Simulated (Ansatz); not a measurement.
Take MoS2 (space group P6_3/mmc, No. 194; layered, stacked along the Cartesian z axis) as the base.

```
CELL_PARAMETERS angstrom
      3.14934     0.00000     0.00000
     -1.57467     2.72741     0.00000
      0.00000     0.00000    12.08946
ATOMIC_POSITIONS crystal
  Mo 0.66667 0.33333 0.75000
  Mo 0.33333 0.66667 0.25000
  S  0.66667 0.33333 0.37952
  S  0.33333 0.66667 0.87952
  S  0.33333 0.66667 0.62048
  S  0.66667 0.33333 0.12048
```

Cartesian axes are those of the cell as printed.

The values are results of PBE-D3(BJ) (Ansatz, a quantum-chemistry and plane-wave program; PAW; 420 eV plane waves; no spin-orbit coupling), not measurements.

Strains are applied to the cell and any free atomic positions relax; under biaxial strain the out-of-plane vector relaxes too.

One change was made to it. Results:

The band gap shrinks by 0.178 eV (0.77 eV → 0.60 eV); the valence-band top at Γ (three highest levels, from the VBM) goes from 0.00, -1.11, -1.29 eV to 0.00, -1.02, -1.12 eV.

Problem. Which change produced these results?
(A) biaxial strain +2.40 %, plane normal [001], relaxed out of plane
(B) biaxial strain +0.60 %, plane normal [001], relaxed out of plane
(C) biaxial strain +3.00 %, plane normal [001], relaxed out of plane
(D) biaxial strain +1.20 %, plane normal [001], relaxed out of plane

Solution. A, biaxial strain +2.40 %, plane normal [001], relaxed out of plane. For comparison, the band gap in the other runs: biaxial strain +0.60 %, plane normal [001], relaxed out of plane gives 0.76 eV; biaxial strain +1.20 %, plane normal [001], relaxed out of plane gives 0.75 eV; biaxial strain +3.00 %, plane normal [001], relaxed out of plane gives 0.49 eV.

Whether these cells are dynamically stable was not tested.
